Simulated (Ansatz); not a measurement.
We consider AlB2-type HfB2, described by LDA (plane waves, PAW; Ansatz, a program for electronic structure).

Settings: plane-wave cutoff 520 eV, 24×24×16 k mesh (along the axes of the cell as run), Fermi–Dirac smearing 0.05 eV, scalar-relativistic PAW data made under PBE.

Cell (relaxed at this level):

```xyz
3
Lattice="1.5517 -2.6876 0.0000 1.5517 2.6876 0.0000 0.0000 0.0000 3.4212" Properties=species:S:1:pos:R:3 pbc="T T T"
Hf     0.0000     0.0000     0.0000
B      1.5517     0.8959     1.7106
B      1.5517    -0.8959     1.7106
```

### Question
Give the computed bulk modulus and pressure derivative B′ of the bulk modulus.

### Answer

* **bulk modulus**: 274 GPa
* **pressure derivative B′ of the bulk modulus**: 3.9

The run finds no gap.

Measured, for comparison: bulk modulus 282 GPa (room temperature, not corrected to a static lattice, hydrostatic curve from radial diffraction; as tabulated in Experimental and computational studies of compression and deformation behavior …). Computed (rounded) less measured: bulk modulus -3 %.

Note: the bulk modulus comes from volumes at which shape and atoms were relaxed.

Spin–orbit coupling is not included.

The computed numbers hold no vibrational or temperature effects.

It cost roughly 6 core-minutes of CPU time.
